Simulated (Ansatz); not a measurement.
This Ansatz (a first-principles code) input is the reference run, BeSe in the zinc blende structure (space group F-43m, No. 216), computed with DFT with PBEsol, PAW potentials and a 420 eV plane-wave cutoff in Ansatz, no SOC:

Ansatz 0.2 input:
```yaml
crystal:
  lattice:
    - [0, 2.5644539834, 2.5644539834]
    - [2.5644539834, 0, 2.5644539834]
    - [2.5644539834, 2.5644539834, 0]
  atoms:
    - { symbol: Be, position: [0, 0, 0] }
    - { symbol: Se, position: [0.25, 0.25, 0.25] }
basis: { ecutwfc: 420, ecutrho_ratio: 4, xc_grid: 2, fft_grid_basis: typed }
kpoints: { mp_grid: { grid: [11, 11, 11] } }
hamiltonian:
  xc: pbesol
  dispersion: none
  pseudopotentials: { kind: paw }
scf: { occupations: { method: fermi_dirac, width: 0.05 }, convergence: { dr2_threshold: 0.0000000002 } }
output: { forces: true, stress: true }
checkpoint: { write: state.ck, write_every: 1000 }
```

Task: Write the input for this change: every lattice vector is shortened by 0.50 %; the atoms relax in the strained cell.

Result: 
Ansatz 0.2 input:
```yaml
crystal:
  lattice:
    - [0, 2.5516317135, 2.5516317135]
    - [2.5516317135, 0, 2.5516317135]
    - [2.5516317135, 2.5516317135, 0]
  atoms:
    - { symbol: Be, position: [0, 0, 0] }
    - { symbol: Se, position: [0.25, 0.25, 0.25] }
basis: { ecutwfc: 420, ecutrho_ratio: 4, xc_grid: 2, fft_grid_basis: typed }
kpoints: { mp_grid: { grid: [11, 11, 11] } }
hamiltonian:
  xc: pbesol
  dispersion: none
  pseudopotentials: { kind: paw }
scf: { occupations: { method: fermi_dirac, width: 0.05 }, convergence: { dr2_threshold: 0.0000000002 } }
relax: { f_tol: 0.005, max_steps: 50 }
output: { forces: true, stress: true }
checkpoint: { write: state.ck, write_every: 1000 }
```
This is the input that was run.

Whether these cells are dynamically stable was not tested.
